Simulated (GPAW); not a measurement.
GPAW run on Sr (Fm-3m, 1 atom in the cell): self-consistent single point.

Level of theory: PBE, GPAW PAW datasets PBE (gpaw-data 1.0.1) (plane waves; GPAW).

```
Sr
1.0
    0.00000     3.03088     3.03088
    3.03088     0.00000     3.03088
    3.03088     3.03088     0.00000
Sr
1
Direct
  0.00000   0.00000   0.00000
```

Reference input (self-consistent single point, DFT PBE, plane waves, GPAW PAW datasets PBE (gpaw-data 1.0.1)): mode = pw; ecut = 600 eV; xc = PBE; kpts = 7 7 7; mesh shift (steps) = 0 0 0; occupations.name = fermi-dirac; occupations.width = 0.1 eV; nbands = -7; convergence.forces = 0.001 eV/Å; symmetry.symmorphic = false; symmetry.tolerance = 0.0005; maxiter = 100. This run's input differs from it in these lines:

```diff
@@ -13,4 +13,4 @@
             xc='PBE',
-            kpts=(7, 7, 7),
-            occupations=FermiDirac(0.1),
+            kpts={'size': (12, 12, 12), 'gamma': True},
+            occupations=FermiDirac(0.3),
             nbands=-7,
```

The program printed (abridged):

```
     iter     time        total  log10-change:
                         energy   eigst   dens  force
iter:   1 --:--:--    -1.644941
iter:   2 --:--:--    -1.717040   -1.04  -1.58
iter:   3 --:--:--    -1.696449   -1.99  -1.61
iter:   4 --:--:--    -1.683321   -2.36  -1.73
iter:   5 --:--:--    -1.683670   -3.73  -2.17
iter:   6 --:--:--    -1.682673c  -3.91  -2.19
iter:   7 --:--:--    -1.683665c  -4.08  -2.33
iter:   8 --:--:--    -1.683647c  -5.51  -3.30
iter:   9 --:--:--    -1.683551c  -5.93  -3.35
iter:  10 --:--:--    -1.683536c  -7.07  -4.06c
iter:  11 --:--:--    -1.683536c  -8.32c -4.61c
iter:  12 --:--:--    -1.683530c  -8.32c -4.63c -23.93c
Converged after 12 iterations.

Dipole moment: (-0.000000, 0.000000, -0.000000) |e|*Ang

Energy contributions relative to reference atoms: (reference = -86496.770008)

Kinetic:         -1.118739
Potential:       +2.816229
External:        +0.000000
XC:              -3.072944
Entropy (-ST):   -0.391380
Local:           -0.112385
SIC:             +0.000000
--------------------------
Free energy:     -1.879220
Extrapolated:    -1.683530

Showing only first 2 kpts
 Kpt  Band  Eigenvalues  Occupancy
  0     3    -14.98179    2.00000
  0     4     -0.14087    1.99998
  0     5      5.85648    0.00049
  0     6      5.85648    0.00049

  1     3    -14.98641    2.00000
  1     4      0.00619    1.99997
  1     5      5.63591    0.00102
  1     6      5.92580    0.00039

Fermi level: 3.36292

No gap
No difference between direct/indirect transitions
Energy (eV): -1.68353

Forces in eV/Ang:
  0 Sr    0.00000   -0.00000    0.00000

Stress tensor:
    -0.000378     0.000000     0.000000
     0.000000    -0.000378     0.000000
     0.000000     0.000000    -0.000378
Stress (GPa, Voigt): [-0.0606 -0.0606 -0.0606  0.      0.      0.    ]
```

The run converged in 12 iterations. GPAW prints stress with tension positive. Against the reference run the free energy drops by 170 meV/atom and the pressure goes from -0.08 to 0.06 GPa.

The starting cell has typed, rounded lattice constants, without a prior relaxation at this level. Its lattice was rescaled by up to half a per cent.
